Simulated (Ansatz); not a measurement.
For CsCl-type AuCd, PBEsol in Ansatz (PAW) gives:

| Property | Value |
|---|---|
| lattice parameter a | 3.318 Å |
| enthalpy of formation | -0.183 eV/atom |

Q: What does r²SCAN (plane waves, PAW; Ansatz, a quantum-chemistry and plane-wave program) give for the same quantities?

A: 
- lattice constant a: 3.352 Å (goes up by 1.0 %)
- formation enthalpy: -0.208 eV/atom (moves by -0.025 eV/atom)

For comparison: lattice constant a 3.32 Å (measured, temperature not stated, copied from a table, unchecked, not corrected to a static lattice; as tabulated in Monatshefte fuer Chemie und verwandte Teile anderer Wissenschaften 114, 1177 (1983)).

Changes are worked out from the printed values.

Unless a cell is named, each level is at its own relaxed cell (PBEsol 18.26, r²SCAN 18.83 Å³/atom).

Levels without +SOC leave out spin–orbit coupling, which shifts energies and cells of such heavy elements.

Ansatz's density-functional and Hartree–Fock values are scalar-relativistic unless marked +SOC, with PAW data made under PBE.
